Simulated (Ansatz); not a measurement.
Take Co2Si (space group Pnma, No. 62; a = 4.851 Å, b = 3.704 Å, c = 6.966 Å; ferromagnetic) as the base.

The values are results of Kohn–Sham DFT with the r2SCAN functional, run in Ansatz (an electronic-structure program) with PAW and 500 eV plane waves, no spin-orbit coupling, earlier PAW set, not measurements.

Base values:

```
Quantity                 Value
---------------  -------------
Space group      Pnma (No. 62)
Volume per atom       10.43 Å³
Band gap                  zero
```

Perturbation: B takes the place of Co on all its sites, then cell and atoms are relaxed.

Tabulated Pauling electronegativity and covalent radius: Co 1.88, 1.26 Å; B 2.04, 0.84 Å.

Q: Estimate the effect on the space group.

A: The space group becomes Cmcm (No. 63) (base: Pnma (No. 62)).

Q: What does the calculation give for the volume per atom after the change?

A: The volume per atom drops by 1.69 Å³, from 10.43 Å³ to 8.74 Å³.

Q: What does the calculation give for the band gap after the change?

A: The band gap stays zero.

Other magnetic orders, which the real material may have, were not ruled out. No phonon test of stability was made. As relaxed here, SiB2 is a hypothetical phase, not in the database extracts checked. Spin-polarised in the final run: base; the other runs are not.
